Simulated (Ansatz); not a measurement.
Subject: the energy of the reaction as written. Reaction: 1/2 cell B → cell A. A negative value means that the right-hand side lies lower.

Cell A: a sheet of composition Sb, 1 atom, hexagonal cell of 3.13 Å (8.5 Å²), symmetry P6/mmm within 0.02 Å, 0.0 Å thick under 16 Å of vacuum, in-plane vectors relaxed; planes from bottom to top: Sb; a model cell; spin state with PBE: no moments, k-point mesh 12×12×1.
```xyz
1
Lattice="3.1318 0.0000 0.0000 -1.5659 2.7122 0.0000 0.0000 0.0000 16.0000" Properties=species:S:1:pos:R:3 pbc="T T T"
Sb     0.0000     0.0000     8.0000
```

Cell B: a sheet of composition Sb2, 2 atoms, hexagonal cell of 4.12 Å (14.7 Å²), symmetry P-3m1 within 0.02 Å, 1.6 Å thick under 16 Å of vacuum, in-plane vectors relaxed; planes from bottom to top: Sb × 2; a model cell; spin state with PBE: run without spin, k-point mesh 12×12×1.
```
CELL_PARAMETERS angstrom
      4.12235     0.00000     0.00000
     -2.06118     3.57006     0.00000
      0.00000     0.00000    17.65000
ATOMIC_POSITIONS crystal
  Sb 0.33333 0.66667 0.54630
  Sb 0.66667 0.33333 0.45370
```

All numbers come from Ansatz (an electronic-structure program), plane waves with PAW, its default PAW set, cutoff 420 eV, 500 eV for r2SCAN. The structures are at rest with PBE; other levels are single points on them. Neutral cells; Fermi-Dirac smearing of at most 0.05 eV in the solids, energies taken to zero width. The lattices are those relaxed with PBE, so at other levels the solids can be strained, which adds to the spread. A dispersion term (D3(BJ), or D4 for r2SCAN) was computed beside these levels and is taken off wherever the name lacks it. Nuclei at rest; no vibrational terms. The runs are scalar-relativistic, without spin-orbit coupling. The cells' k-point meshes differ in density, so the last digit is unsettled. Cell A has symmetry P6/mmm within 0.02 Å and got no random move, so less symmetric positions, which may lie lower, weren't tried. Cell B has symmetry P-3m1 within 0.02 Å and got no random move, so less symmetric positions, which may lie lower, weren't tried.

Predict the value from PBE.

0.60 eV, for 1/2 cell B → cell A.

How does the value move with the functional?


```csv
Level,value (eV),less PBE
r2SCAN,0.74,0.14
```

The levels shown span 0.14 eV, from PBE (0.60) to r2SCAN (0.74).
